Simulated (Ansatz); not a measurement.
## What isotropic strain +1.00 % does to SrTe

Take SrTe in the rock salt structure (space group Fm-3m, No. 225; a = 6.7190 Å) as the base.

Perturbation: an isotropic linear strain of +1.00 %; the atoms relax in the strained cell.

Method: PBE (Ansatz, a program for electronic structure, PAW, no spin-orbit coupling). k-mesh 9×9×9 (Γ-centred); smearing 0.05 eV (Fermi–Dirac).

```csv
quantity,base,changed,shift
volume per atom,37.92 Å³,39.07 Å³,+1.15 Å³
space group,Fm-3m (No. 225),Fm-3m (No. 225),–
shortest interatomic distance,3.360 Å,3.393 Å,+0.0336 Å
energy relative to the base (free energy F),0 meV/atom,+3.4 meV/atom,+3.4 meV/atom
band gap,1.78 eV,1.85 eV,+0.07 eV
gap character,"indirect, Γ → X","indirect, Γ → X",–
smallest direct gap,2.50 eV,2.55 eV,+0.05 eV
mean gap deformation potential ΔEg/Δln V,–,+2.3 eV,–
width of the top valence band,1.46 eV,1.40 eV,-0.06 eV
electron mass,"1.3 mₑ along k, 0.26 mₑ across (at X)","1.3 mₑ along k, 0.27 mₑ across (at X)",–
"hole mass (degenerate bands, along [100])","0.16, 0.94, 0.94 mₑ (at Γ)","0.16, 0.97, 0.97 mₑ (at Γ)",–
"valley order (the lowest conduction-band minima on the path, energy above the VBM, named in the base's zone)",X along ⟨100⟩ 1.78 eV; Γ 2.75 eV,X along ⟨100⟩ 1.85 eV; Γ 2.62 eV,–
```

Final structure:

```
SrTe
1.0
    0.00000     3.39311     3.39311
    3.39311     0.00000     3.39311
    3.39311     3.39311     0.00000
Sr Te
1 1
Direct
  0.00000   0.00000   0.00000
  0.50000   0.50000   0.50000
```

With Te present, leaving out spin-orbit coupling can change the band edges. Effective masses come from finite differences of ±0.01 Å⁻¹. Along k means along the line from Γ to the band edge. Whether these cells are dynamically stable was not tested.
